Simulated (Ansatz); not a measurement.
Consider the following.

End structure of a constructed model of the (100) surface of rock-salt TiN, a layer of Ta, one atom over each N (bottom of the slab: a bare face, its two planes held):

```yaml
crystal:
  lattice:
    - [3.00301, 0.00000, 0.00000]
    - [0.00000, 3.00301, 0.00000]
    - [0.00000, 0.00000, 29.50000]
  atoms:
    - { symbol: N, position: [0.00000, 0.00000, 0.27461] }
    - { symbol: Ti, position: [0.50000, 0.50000, 0.27461] }
    - { symbol: N, position: [0.50000, 0.50000, 0.34659] }
    - { symbol: Ti, position: [0.00000, 0.00000, 0.34659] }
    - { symbol: N, position: [0.00000, 0.00000, 0.41850] }
    - { symbol: Ti, position: [0.50000, 0.50000, 0.41915] }
    - { symbol: N, position: [0.50000, 0.50000, 0.49088] }
    - { symbol: Ti, position: [0.00000, 0.00000, 0.49012] }
    - { symbol: N, position: [0.00000, 0.00000, 0.56264] }
    - { symbol: Ti, position: [0.50000, 0.50000, 0.56305] }
    - { symbol: N, position: [0.50000, 0.50000, 0.63485] }
    - { symbol: Ti, position: [0.00000, 0.00000, 0.63310] }
    - { symbol: Ta, position: [0.50000, 0.50000, 0.70474] }
```

Slab: 13 atoms, 13.3 Å thick at the start with caps and adatoms (thin: gaps and levels are the slab's own); k 12x12x1, smearing 0.1 eV, dipole-corrected; 4 atoms held, the rest relaxed; start symmetry kept, larger cells not searched; no spin, no spin-orbit, no U. In PBE it is, or lies within 0.01 eV a 1x1 cell of, the lowest of the 2 structures of its composition computed so far; subsurface sites and larger cells were not tried.

What is the computed work function of the top face (PBE (Ansatz, a program for electronic structure))?

4.59 eV
